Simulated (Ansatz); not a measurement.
Base system: LiCl in the rock salt structure (space group Fm-3m, No. 225; a = 5.150 Å).

Structures relaxed with PBE (Ansatz, an electronic-structure program; PAW; 420 eV plane waves; without spin-orbit coupling).

Base:

Simulated powder pattern, Co Kα, λ = 1.79026 Å (kinematic, ideal powder, no thermal factors, no anomalous dispersion; the 10 strongest lines at most, above 2 %, up to 2θ = 90°):

```tsv
2θ (°)	I/Imax (%)	hkl
35.04	100	(111)
40.68	84	(200)
58.89	51	(220)
70.40	31	(311)
74.03	17	(222)
88.09	8.3	(400)
```

After one change:

Simulated powder pattern, Co Kα, λ = 1.79026 Å (kinematic, ideal powder, no thermal factors, no anomalous dispersion; the 10 strongest lines at most, above 2 %, up to 2θ = 90°):

```csv
2θ (°),I/Imax (%)
35.59,100
41.33,84
59.88,51
71.63,30
75.36,17
89.79,8.4
```

Question: Which change produced these results?
(A) isotropic strain −1.50 %
(B) isotropic strain +0.50 %
(C) isotropic strain +1.00 %
(D) isotropic strain −2.50 %

Answer: A, isotropic strain −1.50 %. Its volume per atom is 16.32 Å³ against 17.08 Å³, and its space group is Fm-3m (No. 225).

Stability against distortions was not tested.
